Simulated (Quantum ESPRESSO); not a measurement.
## Habitual settings against a tight run: BN (F-43m, 2 atoms in the cell)

Self-consistent single point.

```
CELL_PARAMETERS angstrom
     -1.81300     0.00000     1.81300
      0.00000     1.81300     1.81300
     -1.81300     1.81300     0.00000
ATOMIC_POSITIONS crystal
  B  0.00000 0.00000 0.00000
  N  0.75000 0.75000 0.75000
```

Computed with PBEsol, GBRV 1.5 ultrasoft (PBESOL) pseudopotentials (plane waves; Quantum ESPRESSO).

Base settings: ecutwfc = 40 Ry; ecutrho = 200 Ry; occupations = smearing; smearing = fermi-dirac; degauss = 0.0036749 Ry; potentials = {B: b_pbesol_v1.4.uspp.F.UPF, N: n_pbesol_v1.2.uspp.F.UPF}; K_POINTS = automatic 11 11 11 1 1 1; conv_thr = 1e-10 Ry.

Tight run (finer mesh or higher cutoff; not a proven limit): ecutwfc: 40 Ry → 56 Ry; ecutrho: 200 Ry → 280 Ry; conv_thr: 1e-10 Ry → 7.3e-11 Ry; K_POINTS: automatic 11 11 11 1 1 1 → automatic 15 15 15 1 1 1. It gave top of the valence band (on the code's own zero) 10.95 eV; gap on the k-point mesh 4.40 eV; pressure -6.02 GPa.

Quick runs, as changes from the base:
- A: the base itself
- B: ecutwfc: 40 Ry → 28 Ry; ecutrho: 200 Ry → 140 Ry; pseudopotentials: {B: b_pbesol_v1.4.uspp.F.UPF, N: n_pbesol_v1.2.uspp.F.UPF} → {B: b_lda_v1.4.uspp.F.UPF, N: n_lda_v1.2.uspp.F.UPF}; K_POINTS: automatic 11 11 11 1 1 1 → automatic 4 4 4 1 1 1 [LDA (PZ)]
- C: ecutwfc: 40 Ry → 20 Ry; ecutrho: 200 Ry → 100 Ry; degauss: 0.0036749 Ry → 0.0099958 Ry; K_POINTS: automatic 11 11 11 1 1 1 → automatic 2 2 2 1 1 1
- D: ecutwfc: 40 Ry → 20 Ry; ecutrho: 200 Ry → 100 Ry; smearing: fermi-dirac → gaussian; degauss: 0.0036749 Ry → 0.036749 Ry; K_POINTS: automatic 11 11 11 1 1 1 → automatic 4 4 4 1 1 1
- E: ecutwfc: 40 Ry → 32 Ry; ecutrho: 200 Ry → 160 Ry; smearing: fermi-dirac → gaussian; degauss: 0.0036749 Ry → 0.036749 Ry; conv_thr: 1e-10 Ry → 7.3e-06 Ry; pseudopotentials: {B: b_pbesol_v1.4.uspp.F.UPF, N: n_pbesol_v1.2.uspp.F.UPF} → {B: b_lda_v1.4.uspp.F.UPF, N: n_lda_v1.2.uspp.F.UPF}; K_POINTS: automatic 11 11 11 1 1 1 → automatic 2 2 2 1 1 1 [LDA (PZ)]
- F: degauss: 0.0036749 Ry → 0.019992 Ry; pseudopotentials: {B: b_pbesol_v1.4.uspp.F.UPF, N: n_pbesol_v1.2.uspp.F.UPF} → {B: b_lda_v1.4.uspp.F.UPF, N: n_lda_v1.2.uspp.F.UPF}; K_POINTS: automatic 11 11 11 1 1 1 → automatic 4 4 4 1 1 1 [LDA (PZ)]

Dashes: energy of B, E, F, another energy zero; gap of C, E, left out as unsure on this mesh or at this smearing.

Gaps are read on each run's own mesh, which may miss the band edges.

† marks runs with another functional, U, potentials or spin treatment: their distance from the tight run is not a convergence error alone.

The count of work is k-points × plane waves × bands × iterations; it is no time. 

The starting cell comes from a database of computed structures (which also holds hypothetical and non-ambient phases and stackings), without a prior relaxation at this level. In the base run, with a pressure of about -6 GPa the cell is away from its equilibrium volume at this level. The shifted mesh does not hold Γ, so a gap read on it misses any band edge there.

```
run  energy less tight (meV/atom)  pressure less tight (GPa)  gap on the mesh less tight (eV)  count of work / tight
---  ----------------------------  -------------------------  -------------------------------  ---------------------
A                             3.7                       0.22                            0.107                   0.26
B†                              –                     -25.83                            1.392                 0.0090
C                           985.0                     -83.16                                –                 0.0013
D                           957.5                     -83.81                            1.270                 0.0063
E†                              –                     -13.85                                –                 0.0015
F†                              –                      -6.97                            1.437                  0.015
```

Among the runs at the tight run's level, the energy misses run from 3.7 to 985.0 meV/atom.

Left out of this page: 1 run of the series outside the window shown, repeating another row's setting, or not comparable.
